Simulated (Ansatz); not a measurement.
Input and output of a relaxation of the atoms for Hf (P6mm, 3 atoms in the cell) (Ansatz, a program for electronic structure).

Computed with LDA (PW92), default PAW files made with PBE (plane waves; Ansatz).

The change in words: one atom moved by 0.15 angstrom; relax: default → atoms; relax.f_tol: default → 0.1 eV/Å. Reference geometry:
```xyz
3
Lattice="4.9375 0.0000 0.0000 -2.4688 4.2760 0.0000 0.0000 0.0000 3.0708" Properties=species:S:1:pos:R:3 pbc="T T T"
Hf     2.4688     1.4253     1.5354
Hf     0.0000     2.8507     1.5354
Hf     0.0000     0.0000     0.0000
```

Reference input (self-consistent single point, DFT, LDA (PW92), plane waves, default PAW files made with PBE): basis.ecutwfc = 420 eV; kpoints.mp_grid.grid = 8 8 11; hamiltonian.xc = lda; hamiltonian.pseudopotentials = {kind: paw} (the program's default PAW files); scf.occupations.method = fermi_dirac; scf.occupations.width = 0.1 eV. This run's input differs from it in these lines:

Ansatz 0.2 input:
```diff
@@ -8,3 +8,3 @@
     - { symbol: Hf, position: [0.333333, 0.666667, 0.500000] }
-    - { symbol: Hf, position: [0.000000, 0.000000, 0.000000] }
+    - { symbol: Hf, position: [0.000000, 0.000000, 0.048847] }
 basis:
@@ -18,2 +18,4 @@
   occupations: { method: fermi_dirac, width: 0.1 }
+relax:
+  f_tol: 0.1
 output:
```

The program printed (abridged):

```
   [... SCF lines of the steps left out ...]
relax step   1: F+E_penalty+E_count = -46430.43766530 eV  Δ(F+E_penalty+E_count) = +0.000e0 eV  max|allowed force component| = 7.011e-1 eV/Å  Δτ_max = 0.0000 Å  (8 SCF iters, dr2 threshold 1.00e-4 eV, accepted)
relax step   2: F+E_penalty+E_count = -46430.44279520 eV  Δ(F+E_penalty+E_count) = -5.130e-3 eV  max|allowed force component| = 6.674e-1 eV/Å  Δτ_max = 0.1950 Å  (6 SCF iters, dr2 threshold 3.07e-5 eV, accepted)
relax step   3: F+E_penalty+E_count = -46430.49086057 eV  Δ(F+E_penalty+E_count) = -4.807e-2 eV  max|allowed force component| = 2.297e-5 eV/Å  Δτ_max = 0.0950 Å  (5 SCF iters, dr2 threshold 2.78e-5 eV, accepted)
relax step   4: F+E_penalty+E_count = -46430.49086116 eV  Δ(F+E_penalty+E_count) = -5.896e-7 eV  max|allowed force component| = 1.429e-4 eV/Å  Δτ_max = 0.0000 Å  (4 SCF iters, accepted)
the relaxation is at rest under the 12 symmetry operations that the run kept from its start: a minimum is not shown …
Stability not checked: this state was not tested for a lower state beside it, because too few of the mixer's solves of this state at the end of the SCF gave a …
Free energy (F): -46430.490861 eV
Internal energy: -46430.403983 eV  (E = F + TS)
E sigma→0 (E₀):  -46430.447422 eV
Entropy (-TS):   -0.086879 eV (-28.960 meV/atom)
Fermi energy:    20.118938 eV
--- Forces (eV/Å), atoms counted from 1 ---
  atom   1  Hf    -0.00000000    -0.00000000     0.00008071
   [... lines left out ...]
  F+E_penalty+E_count = -46430.49086116 eV   max|allowed force component| = 1.429e-4 eV/Å
  atoms:
    - { symbol: Hf, position: [0.6666666666666666, 0.3333333333333333, 0.5162785338499063] }
    - { symbol: Hf, position: [0.3333333333333333, 0.6666666666666666, 0.5162785338499063] }
    - { symbol: Hf, position: [-2.1631484977380936e-19, -4.3262969954761876e-19, 0.01628993230018736] }
```

The run converged. 

Summary of the result:
- Free energy E − TS (on the zero of these files) = -46430.4909 eV
- Fermi level (on the code's own zero) = 20.12 eV
- Pressure = -5.17 GPa
- Relaxation steps = 4

The starting cell comes from a database of computed structures (which also holds hypothetical and non-ambient phases and stackings), without a prior relaxation at this level. Its lattice was rescaled by up to half a per cent. For this run, on top of that: one atom moved by 0.15 angstrom. The relaxation keeps the symmetry of its start, so its end need not be a minimum. Ansatz's pressure includes its estimate of the finite-basis (Pulay) stress.

Cost on one core of a shared machine: roughly 40 s.
